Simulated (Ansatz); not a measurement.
Effect of H interstitial (started 2.26 Å from the nearest host atom), symmetric start on SnO

Take an 8-atom supercell of SnO in the litharge type structure (space group P4/nmm, No. 129; a = 3.7934 Å, c = 4.7643 Å; layered, stacked along the Cartesian z axis) at its relaxed geometry as the base.

The change: one H atom is added in an open site, starting 2.26 Å from the nearest host atom, atoms relaxed at fixed cell.

The values are results of r2SCAN+rVV10 (Ansatz, a quantum-chemistry and plane-wave program; PAW; 500 eV plane waves; no spin-orbit coupling), not measurements. Γ-centred 6×6×6 mesh, Fermi–Dirac width 0.05 eV.

```csv
quantity,base,changed,shift
pressure,0.0 GPa,-1.0 GPa,-1.0 GPa
largest displacement of a host atom from its site in the perfect cell,–,0.02 Å,–
final site of the added atom,–,4 Sn at 2.27 Å (tetrahedral),–
```

Final structure:

```
CELL_PARAMETERS angstrom
      3.79339    -3.79339     0.00000
      0.00000     3.79339    -4.76431
      0.00000     3.79339     4.76431
ATOMIC_POSITIONS crystal
  Sn 0.49730 0.12705 0.37025
  Sn 0.50270 0.62975 0.87295
  Sn 0.00000 0.87025 0.62705
  Sn 0.00000 0.37295 0.12975
  O  0.00000 0.99762 0.00238
  O  0.00000 0.50238 0.49762
  O  0.50000 0.50000 0.50000
  O  0.50000 0.00000 0.00000
  H  0.00000 0.25000 0.75000
```

In so small a cell the defect repeats every few ångströms: this is an ordered compound, not a dilute defect. The mesh was chosen for an insulator and is coarse for the gapless case. The defect started on the symmetric site and kept its symmetry, so it may sit on a saddle. The final runs are not spin-polarised. The defect cell is not spin-polarised.
